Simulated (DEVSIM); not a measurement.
Device: Schottky contact on n-type β-Ga2O3, at 350 K.

Layer 1 from the left is β-Ga2O3, thickness (μm) 0.610, Nd (cm⁻³) 2e16, τn (s) 3.1e-8, τp (s) 3.1e-8.

Left contact: Schottky, work function 5.04 eV, emission velocity 2.1e6 cm/s. Right contact: ohmic. Voltage is applied to the left contact. Recombination: SRH at mid-gap. Mobility is μmin + (μ − μmin)/(1 + (N/Nref)^α).

The device is made up for the run: typed textbook-type constants, with dimensions and the other settings drawn at random. Values at 300 K; Nc and Nv go as T^1.5, mobilities as T to minus their exponent, the gap by Varshni's rule with the affinity fixed.

β-Ga2O3: gap (eV) 4.8, affinity (eV) 4, permittivity 10, Nc (cm⁻³) 3.7e18, Nv (cm⁻³) 5e20, μn (cm²/Vs) 160, μp (cm²/Vs) 1, μn,min 20, μp,min 0.1, Nref,n 1e18, Nref,p 1e18, αn 0.8, αp 0.8, T exponent of μn 1.8, T exponent of μp 1.5, Varshni α (eV/K) 0.0004, Varshni β (K) 600.

DEVSIM, 1D drift-diffusion, Boltzmann statistics, complete ionisation; no tunnelling, impact ionisation, image-force lowering or self-heating. Metal contacts follow the ideal Schottky-Mott rule: no Fermi-level pinning, no interface dipoles.

Dark forward current:

| |V| (V) | |J| (A/cm²) |
|---|---|
| 0.05 | 5.682e-9 |
| 0.10 | 3.526e-8 |
| 0.15 | 1.893e-7 |
| 0.20 | 9.907e-7 |
| 0.25 | 5.157e-6 |
| 0.30 | 2.679e-5 |
| 0.35 | 0.0001389 |
| 0.40 | 0.0007189 |
| 0.45 | 0.003711 |
| 0.50 | 0.01909 |
| 0.55 | 0.09766 |
| 0.60 | 0.4950 |
| 0.65 | 2.458 |
| 0.70 | 11.54 |
| 0.75 | 46.31 |
| 0.80 | 137.3 |
| 0.85 | 293.2 |
| 0.90 | 497.3 |
| 0.95 | 731.7 |
| 1.00 | 985.5 |
| 1.05 | 1252 |
| 1.10 | 1527 |
| 1.15 | 1809 |
| 1.20 | 2096 |

Question: Work out the local ideality factor n = ΔV / (kT/q · ln(J2/J1)) between the rows 0.15 and 0.20 V, 1.15 and 1.20 V.

Answer: kT/q = 30.16 mV. From 0.15 to 0.20 V: ln(9.907e-7/1.893e-7) = 1.655, n = 1.00, near the 1 of diffusion or emission over a barrier. From 1.15 to 1.20 V: ln(2096/1809) = 0.147, n = 11.26; the layers' resistance at their doping, Σ W/(qμN) = 0.00016 Ω cm², would take 47 mV of this step of 50 mV.

Question: Estimate the current at 0.40 V for emission alone, J0 = q v N_band exp(−φB/kT), and read the barrier back from the simulated current.

Answer: φB = 1.040 eV, N_band = 4.66e18 cm⁻³, J0 = 1.66e-9 A/cm²; J = J0 (exp(qV/kT) − 1) = 0.000954 A/cm². The simulation gives 0.000719 A/cm²; the estimate lies 33 % above. Read backwards, the simulated current gives an apparent barrier of 1.049 eV. The estimate leaves out transport through the depletion region and minority injection.
